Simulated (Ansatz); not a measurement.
Zinc-blende KBr (model structure)

Calculation: PBE0 in Ansatz (PAW).

Settings: plane-wave cutoff 500 eV, 6×6×6 k mesh, gaussian smearing 0.02 eV, scalar-relativistic PAW data made under PBE.

Cell (relaxed with r²SCAN):

```
CELL_PARAMETERS angstrom
      0.00000     3.68792     3.68792
      3.68792     0.00000     3.68792
      3.68792     3.68792     0.00000
ATOMIC_POSITIONS crystal
  K  0.00000 0.00000 0.00000
  Br 0.25000 0.25000 0.25000
```

| Item | Value |
|---|---|
| band gap | 6.12 eV (on the SCF k mesh) |

Note: the relaxation could raise the start's symmetry but not lower it, so the cell can be a saddle point.

Spin–orbit coupling is not included.

It cost about 3 core-minutes (a rough figure) of CPU time.

A model structure was made by putting elements into a prototype or built by hand; it is no filed structure, need not be a known phase, and can be a saddle point held by its symmetry.

Ansatz is a quantum-chemistry and plane-wave program.
